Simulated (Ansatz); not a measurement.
For NbAs (model structure, started from the WC type, P-6m2, No. 187, 2 atoms in the cell), PBE-D3(BJ) in Ansatz (PAW) gives:

| Property | Value |
|---|---|
| equilibrium lattice constant a | 3.370 Å |
| c axis length | 3.470 Å |

Task: What does r²SCAN (Ansatz, an electronic-structure program, PAW) give for the same quantities?

Result: 
- lattice constant a: 3.428 Å (goes up by 1.7 %)
- lattice parameter c: 3.460 Å (falls by 0.3 %)

Changes are worked out from the printed values.

Unless a cell is named, each level is at its own relaxed cell (PBE-D3(BJ) 17.07, r²SCAN 17.60 Å³/atom).

Ansatz's density-functional and Hartree–Fock values are scalar-relativistic unless marked +SOC, with PAW data made under PBE.

A model structure was made by putting elements into a prototype or built by hand; it is no filed structure, need not be a known phase, and can be a saddle point held by its symmetry.
